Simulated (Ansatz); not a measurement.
SnSe2, pressure series

The reference is SnSe2 in the CdI2 type structure (space group P-3m1, No. 164; layered, stacked along the Cartesian z axis).

```xyz
3
Lattice="3.8403 0.0000 0.0000 -1.9201 3.3258 0.0000 0.0000 0.0000 6.0057" Properties=species:S:1:pos:R:3 pbc="T T T"
Sn     0.0000     0.0000     0.0000
Se     0.0000     2.2172     1.5935
Se     1.9201     1.1086     4.4122
```

Cell and atoms are relaxed at each pressure.

Levels (all Ansatz, a program for electronic structure, PAW): PBE-D3(BJ) (420 eV, no spin-orbit coupling); r2SCAN (500 eV, no spin-orbit coupling); PBE+SOC (420 eV, spin-orbit coupling included).

Band gaps by level, all at the geometries relaxed with PBE-D3(BJ):

```
case              PBE-D3(BJ)   r2SCAN  PBE+SOC
----------------  ----------  -------  -------
base                 0.36 eV  0.64 eV  0.34 eV
pressure −1 GPa      0.60 eV  0.87 eV  0.57 eV
pressure 3 GPa          zero  0.26 eV     zero
pressure 7 GPa          zero     zero     zero
pressure 15 GPa         zero     zero     zero
pressure 50 GPa         zero     zero     zero
pressure 75 GPa         zero     zero     zero
pressure 100 GPa        zero     zero     zero
```

Single points use the geometry relaxed with PBE-D3(BJ). A case with no gap was solved on a k-mesh chosen for an insulator, which is coarse for it. From pressure 100 GPa on, the axis ratios lie over 15 % from the base's, so the cell there is far from its starting form. Differences between runs with and without spin-orbit coupling are approximate. Load acts through the strain it causes; cell and atoms are relaxed under it. Stability against distortions was not tested. Competing high-pressure phases were not computed. The runs without spin-orbit coupling are not spin-polarised. A zero or small gap of SnSe2 under pressure 3 GPa, SnSe2 under pressure 7 GPa and SnSe2 under pressure 15 GPa can be the functional's error rather than a property of the material.
